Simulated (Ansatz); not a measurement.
The starting structures come from a database of crystals and need not be the phases stable at ambient conditions.

Inside the gap of an insulator the Bloch states are evanescent, with a wavenumber k + iκ along the transport direction.

Input:

```yaml
crystal:
  lattice:
    - [5.58618, 0.00000, 0.00000]
    - [0.00000, 13.85641, 0.00000]
    - [2.79309, 0.00000, 2.79309]
  atoms:
    - { symbol: Bi, position: [0.00000, 0.86903, 0.50000] }
    - { symbol: Bi, position: [0.50000, 0.13097, 0.50000] }
    - { symbol: Bi, position: [0.50000, 0.59180, 0.50000] }
    - { symbol: Bi, position: [0.00000, 0.40820, 0.50000] }
    - { symbol: S, position: [0.50000, 0.89498, 0.50000] }
    - { symbol: S, position: [0.00000, 0.10502, 0.50000] }
    - { symbol: S, position: [0.00000, 0.68768, 0.50000] }
    - { symbol: S, position: [0.50000, 0.31232, 0.50000] }
    - { symbol: O, position: [0.00000, 0.50000, 0.00000] }
    - { symbol: O, position: [0.50000, 0.50000, 0.00000] }
```

Space group of this cell: P4/nmm. The cell was relaxed by PBE-D3(BJ); by r2SCAN its mean pressure is 0.7 GPa.

Transport runs along the normal of the first two printed cell vectors, the (110) plane of the conventional cell.

No gap correction and no spin-orbit coupling; mid-gap values are interpolated between computed energies.

### Question
Estimate the band gap and the smallest decay constant κ at mid-gap that r2SCAN in Ansatz (a quantum-chemistry and plane-wave program) returns for this system.

### Answer
Gap 1.19 eV on a 12×4×12 mesh; κ = 0.085 1/Å, at (0.500, 0.000) of the in-plane reciprocal vectors. At the zone centre, at the nearest computed energy, the slowest state has κ = 0.12 1/Å.
